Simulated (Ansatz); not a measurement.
For CsCl-type CaO (model structure) (like a known high-pressure phase), LDA in Ansatz (PAW) gives:

| Property | Value |
|---|---|
| lattice constant a | 2.848 Å |
| enthalpy of formation | -2.895 eV/atom |

Task: What does r²SCAN (Ansatz, a quantum-chemistry and plane-wave program, PAW) give for the same quantities?

Result: 
- lattice constant a: 2.903 Å (goes up by 1.9 %)
- formation enthalpy: -2.742 eV/atom (moves by +0.153 eV/atom)

Changes are worked out from the printed values.

Unless a cell is named, each level is at its own relaxed cell (LDA 11.55, r²SCAN 12.23 Å³/atom).

Ansatz's density-functional and Hartree–Fock values are scalar-relativistic unless marked +SOC, with PAW data made under PBE.

A model structure was made by putting elements into a prototype or built by hand; it is no filed structure, need not be a known phase, and can be a saddle point held by its symmetry.
